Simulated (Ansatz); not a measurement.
## Response to strain in ZnS

The reference is ZnS in the zinc blende structure (space group F-43m, No. 216; a = 5.389 Å). Axes: x, y, z lie along the cube axes.

Strains are applied to the cell and any free atomic positions relax.

Computed with r2SCAN (Ansatz, an electronic-structure program, PAW, spin-orbit coupling left out).

Notes on the quantities. energy relative to the base: free energy F.

```json
[
 {"case": "base", "energy relative to the base": "0 meV/atom", "shortest interatomic distance": "2.334 Å", "band gap": "2.70 eV"},
 {"case": "tensor shear ε_xy = +1.43 %", "energy relative to the base": "+2.5 meV/atom", "shortest interatomic distance": "2.328 Å", "band gap": "2.61 eV"},
 {"case": "tensor shear ε_xy = +2.00 %", "energy relative to the base": "+4.9 meV/atom", "shortest interatomic distance": "2.325 Å", "band gap": "2.56 eV"},
 {"case": "tensor shear ε_xy = +1.71 %", "energy relative to the base": "?", "shortest interatomic distance": "?", "band gap": "?"},
 {"case": "tensor shear ε_xy = +1.14 %", "energy relative to the base": "+1.6 meV/atom", "shortest interatomic distance": "2.329 Å", "band gap": "2.63 eV"},
 {"case": "tensor shear ε_xy = +0.29 %", "energy relative to the base": "+0.1 meV/atom", "shortest interatomic distance": "2.332 Å", "band gap": "2.69 eV"},
 {"case": "tensor shear ε_xy = +0.57 %", "energy relative to the base": "+0.4 meV/atom", "shortest interatomic distance": "2.331 Å", "band gap": "2.67 eV"},
 {"case": "tensor shear ε_xy = +0.86 %", "energy relative to the base": "+0.9 meV/atom", "shortest interatomic distance": "2.330 Å", "band gap": "2.65 eV"}
]
```

Some entries are withheld; estimate them.


- tensor shear ε_xy = +1.71 %, energy relative to the base: +3.6 meV/atom
- tensor shear ε_xy = +1.71 %, shortest interatomic distance: 2.326 Å
- tensor shear ε_xy = +1.71 %, band gap: 2.59 eV

Whether these cells are dynamically stable was not tested.
